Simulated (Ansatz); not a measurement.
The parent structure is ZnS in the zinc blende structure (space group F-43m, No. 216; a = 5.389 Å). Axes: x, y, z lie along the cube axes.

All numbers come from Kohn–Sham DFT with the r2SCAN functional, run in Ansatz (a quantum-chemistry and plane-wave program) with PAW and 500 eV plane waves, no spin-orbit coupling.

For the base:

Valley order: Γ 2.70 eV; X along ⟨100⟩ 3.71 eV; L along ⟨111⟩ 3.82 eV

Now apply this change: tensile biaxial strain of 1.67 % in the plane normal to [111], as in epitaxy on a mismatched substrate; the out-of-plane cell vector and the atoms relax.

Q: Estimate the effect on the valley order, energy relative to the base and ratio −ε⊥/ε∥.

A: The valley order (the lowest conduction-band minima on the path, energy above the VBM, named in the base's zone) becomes Γ 2.50 eV; L along [111] 3.48 eV; X along [001] 3.64 eV; L along [1-1-1] 3.76 eV (base: Γ 2.70 eV; X along ⟨100⟩ 3.71 eV; L along ⟨111⟩ 3.82 eV); the energy goes up by 5.4 meV/atom; the ratio −ε⊥/ε∥ amounts to 0.61.

The levels and masses belong to the bands next to the band gap. Stability against distortions was not tested.
